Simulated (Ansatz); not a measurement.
Start from Sn (space group I4_1/amd, No. 141; a = 5.833 Å, c = 3.158 Å).

It is then changed as follows: Ru takes the place of Sn on all its sites, then cell and atoms are relaxed.

Levels (all Ansatz, a program for electronic structure, PAW, earlier PAW set): PBEsol (420 eV, without spin-orbit coupling); r2SCAN (500 eV, no SOC).

The geometry is relaxed with PBEsol.

| Quantity | Value |
|---|---|
| PBEsol pressure | 0.0 GPa |

With r2SCAN at the same geometry, the pressure goes from zero to 4.2 GPa.

Single points use the geometry relaxed with PBEsol. Their cutoffs differ, which shifts pressures a little. Whether these cells are dynamically stable was not tested. As relaxed here, Ru is a hypothetical phase, not in the database extracts checked. All final runs are without spin polarisation.
